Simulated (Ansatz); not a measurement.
The starting structures come from a database of crystals and need not be the phases stable at ambient conditions.

 Where the default PAW files enter, the runs use the earlier of Ansatz's two default sets.

Inside the gap of an insulator the Bloch states are evanescent, with a wavenumber k + iκ along the transport direction.

```
BiBrO
1.0
    3.93421     0.00000     0.00000
    0.00000     8.14447     0.00000
    0.00000     0.00000     3.93421
Bi Br O
2 2 2
Direct
  0.50000   0.15493   0.00000
  0.00000   0.84507   0.50000
  0.00000   0.34521   0.50000
  0.50000   0.65479   0.00000
  0.00000   0.00000   0.00000
  0.50000   0.00000   0.50000
```

Space group of this cell: P4/nmm. The cell was relaxed by PBE-D3(BJ).

Transport runs along the normal of the first two printed cell vectors, the (100) plane of the conventional cell.

The gap is the functional's own. No spin-orbit coupling. Mid-gap values are interpolated on the energy grid.

Q: Give the band gap and the smallest decay constant κ at mid-gap that r2SCAN run with Ansatz (a program for electronic structure) yields.

A: Gap 2.57 eV on a 8×4×8 mesh; κ = 0.244 1/Å, at (0.000, 0.250) of the in-plane reciprocal vectors. At the zone centre, at the nearest computed energy, the slowest state has κ = 0.26 1/Å.
